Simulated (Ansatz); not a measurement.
How the band gap of SrZrO3 (model structure, R3c, No. 161, 10 atoms in the cell) moves with the method

No measured value is used here.

```json
[
 {"level (code)": "LDA (Ansatz)", "value (eV)": "?", "cell (Å³/atom)": "13.39"},
 {"level (code)": "PBEsol (Ansatz)", "value (eV)": "3.75", "cell (Å³/atom)": "13.74"},
 {"level (code)": "PBEsol+SOC (Ansatz)", "value (eV)": "3.74 (indirect)", "cell (Å³/atom)": "13.74"},
 {"level (code)": "HSE06 (Ansatz)", "value (eV)": "5.36", "cell (Å³/atom)": "13.74"}
]
```

Question: Fill in the missing entries.

Answer: 
- LDA (Ansatz, an electronic-structure program), value (eV): 3.80

Computed values are for a static lattice. Spin–orbit coupling is included only where a level's name says +SOC; with heavier elements it mostly lowers gaps and can invert bands.  PBEsol+SOC: the gap is read on the k mesh or supercell of the run alone and can be too large. Values are at the level's own relaxed cell; PBEsol+SOC at the PBEsol cell; HSE06 at the PBEsol cell. Cutoffs and k meshes differ between the levels. Ansatz's density-functional and Hartree–Fock values are scalar-relativistic unless marked +SOC, with PAW data made under PBE.

A model structure was made by putting elements into a prototype or built by hand; it is no filed structure, need not be a known phase, and can be a saddle point held by its symmetry.
